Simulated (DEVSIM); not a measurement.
Device: abrupt Si n-p junction, at 250 K.

Layer 1 from the left is Si, thickness (μm) 15.0, Nd (cm⁻³) 1.4e18, τn (s) 1.1e-6, τp (s) 1.1e-6. Layer 2 from the left is Si, thickness (μm) 48.0, Na (cm⁻³) 4.4e16, τn (s) 1.1e-6, τp (s) 1.1e-6.

Left contact: ohmic. Right contact: ohmic. Voltage is applied to the left contact. Recombination: SRH at mid-gap, Auger. Mobility is μmin + (μ − μmin)/(1 + (N/Nref)^α).

The device is made up for the run: typed textbook-type constants, with dimensions and the other settings drawn at random. Values at 300 K; Nc and Nv go as T^1.5, mobilities as T to minus their exponent, the gap by Varshni's rule with the affinity fixed.

Si: gap (eV) 1.124, affinity (eV) 4.05, permittivity 11.7, Nc (cm⁻³) 2.86e19, Nv (cm⁻³) 3.1e19, μn (cm²/Vs) 1417, μp (cm²/Vs) 470, μn,min 52, μp,min 45, Nref,n 9.7e16, Nref,p 2.2e17, αn 0.68, αp 0.72, T exponent of μn 2.3, T exponent of μp 2.2, Cn (cm⁶/s) 2.8e-31, Cp (cm⁶/s) 9.9e-32, Varshni α (eV/K) 0.000473, Varshni β (K) 636.

Model (solved in DEVSIM): 1D drift-diffusion, Boltzmann statistics, complete ionisation; no tunnelling, impact ionisation, image-force lowering or self-heating.

Dark forward current:

```tsv
|V| (V)	|J| (A/cm²)
0.05	1.319e-11
0.10	5.364e-11
0.15	1.866e-10
0.20	6.294e-10
0.25	2.118e-9
0.30	7.228e-9
0.35	2.567e-8
0.40	1.007e-7
0.45	4.846e-7
0.50	3.099e-6
0.55	2.528e-5
0.60	0.0002357
0.65	0.002324
0.70	0.02338
0.75	0.2360
0.80	2.299
0.85	18.08
0.90	91.96
0.95	310.2
1.00	750.8
1.05	1421
1.10	2289
```

Problem. Work out the local ideality factor n = ΔV / (kT/q · ln(J2/J1)) between the rows 0.10 and 0.15 V, 0.70 and 0.75 V, 1.05 and 1.10 V.

Solution. kT/q = 21.54 mV. From 0.10 to 0.15 V: ln(1.866e-10/5.364e-11) = 1.247, n = 1.86, near the 2 of recombination in the depletion region. From 0.70 to 0.75 V: ln(0.2360/0.02338) = 2.312, n = 1.00, near the 1 of diffusion or emission over a barrier. From 1.05 to 1.10 V: ln(2289/1421) = 0.477, n = 4.87.

Problem. Estimate the current at 0.65 V from the Shockley equation with J0 = Σ q ni² D/(N L) coth(W/L), τ joining the SRH, radiative and Auger lifetimes that are on, and W taken as the whole layer.

Solution. ni² = 6.36e15 cm⁻⁶; holes in the n layer: μ = 200 cm²/Vs, D = 4.30 cm²/s, τ = 6.86e-7 s, L = 17.2 μm, W/L = 0.87, term 2.59e-18 A/cm²; electrons in the p layer: μ = 1390 cm²/Vs, D = 29.9 cm²/s, τ = 1.10e-6 s, L = 57.4 μm, W/L = 0.84, term 1.77e-16 A/cm². J0 = 1.79e-16 A/cm², and J = J0 exp(qV/kT) = 0.00229 A/cm². The simulation gives 0.00232 A/cm²; the estimate lies 1.7 % below. The estimate leaves out recombination in the depletion region and that region's share of W.
